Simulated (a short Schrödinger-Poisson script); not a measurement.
Structure: MOS inversion layer, SiO2 on p-type Ge(111), at 300 K.

```
layer  material  thickness (nm)  Na (cm⁻³)
-----  --------  --------------  ---------
1          SiO2             2.6          -
2            Ge             270     2.4e18
```

Constants are typed, rounded textbook-type inputs, not results; the design itself was drawn at random and stands for no fabricated device. SiO2: permittivity 3.9, conduction-band edge (eV) 3.1, gap (eV) 9, electron mass (mₑ) 0.5. Ge: permittivity 16, conduction-band edge (eV) 0, gap (eV) 0.664, Nv at 300 K (cm⁻³) 6e18.

Channel valleys (confinement mass, in-plane density-of-states mass, number): L1 1.59, 0.08, 1; L3 0.09, 0.34, 3. At the gate the conduction-band edge of layer 1 lies 3.18 eV − eVg above the Fermi level of the channel; the field vanishes at the back. Gaps are held at their typed values at every temperature. Mesh 0.03 nm at interfaces.

From a short Schrödinger-Poisson script (our own, NumPy): 1D Poisson equation in equilibrium, electrons classical, Boltzmann, parabolic valleys, classical holes, full ionisation, no traps, pinning or gate leakage.

The same stack at other levels of the model or other numerical settings:

```
run                                          sheet density of all electrons at Vg = 2.1 V (cm⁻²)  sheet density of all electrons at Vg = 0.9 V (cm⁻²)  capacitance at Vg = 2.1 V (μF/cm²)  centroid of the channel electrons at Vg = 2.1 V (nm)  rough cost against the base
-------------------------------------------  ---------------------------------------------------  ---------------------------------------------------  ----------------------------------  ----------------------------------------------------  ---------------------------
base                                                                                     1.05e13                                              1.32e12                                1.29                                                  0.32                      about 1
electrons treated as classical, Fermi-Dirac                                              9.69e12                                              1.21e12                                   ?                                                     ?                            8
electrons treated as quantum, Hartree                                                    8.10e12                                              5.01e11                                1.13                                                  1.44                           30
mesh six times as coarse                                                                 1.04e13                                                    ?                                1.27                                                  0.41                          0.7
```

**Question.** Some entries are withheld; supply them.

**Answer.** 
- electrons treated as classical, Fermi-Dirac, centroid of the channel electrons at Vg = 2.1 V (nm): 0.64
- electrons treated as classical, Fermi-Dirac, capacitance at Vg = 2.1 V (μF/cm²): 1.21
- mesh six times as coarse, sheet density of all electrons at Vg = 0.9 V (cm⁻²): 1.27e12

The classical rows ignore confinement, and Boltzmann statistics overrate the density once the band edge passes the Fermi level.

Only the L valleys are kept; under strong confinement the Δ valleys of Ge fill too.
